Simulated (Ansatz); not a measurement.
The starting structures come from a database of crystals and need not be the phases stable at ambient conditions.

 Where the default PAW files enter, the runs use the earlier of Ansatz's two default sets.

# Evanescent states of Ba₂TaBiO₆ (Fm-3m, not sure to be the ambient phase, 10 atoms a cell, 16.4 Å³ an atom, -4 GPa at this level) along the normal of (110)

All values below come from r2SCAN (plane waves, PAW; Ansatz, a program for electronic structure).

No gap correction and no spin-orbit coupling; mid-gap values are interpolated between computed energies.

Energies count from the valence-band top; κ is the least over a 6×4 mesh across the current.

| E (eV) | κ (1/Å) | where |
|---|---|---|
| 0.07 | 0.079 | off Γ |
| 0.23 | 0.131 | off Γ |
| 0.38 | 0.164 | off Γ |
| 0.53 | 0.188 | off Γ |
| 0.68 | 0.206 | off Γ |
| 0.82 | 0.221 | off Γ |
| 0.97 | 0.233 | off Γ |
| 1.12 | 0.242 | off Γ |
| 1.27 | 0.250 | off Γ |
| 1.43 | 0.256 | off Γ |
| 1.57 | 0.260 | off Γ |
| 1.73 | 0.263 | off Γ |
| 1.88 | 0.264 | off Γ |
| 2.02 | 0.263 | off Γ |
| 2.17 | 0.259 | off Γ |
| 2.33 | 0.244 | off Γ |
| 2.48 | 0.226 | off Γ |
| 2.62 | 0.203 | off Γ |
| 2.77 | 0.173 | off Γ |
| 2.92 | 0.128 | off Γ |

Problem. How thick must the barrier be to attenuate the transmission by 10^4 when the electrodes' Fermi level lies at 2.02 eV, and what attenuation does that film give at 1.27 eV?

Solution. d = 4 ln 10 / (2 × 0.263) = 17.5 Å. At 1.27 eV it gives 4 × 0.250/0.263 = 3.8 decades.
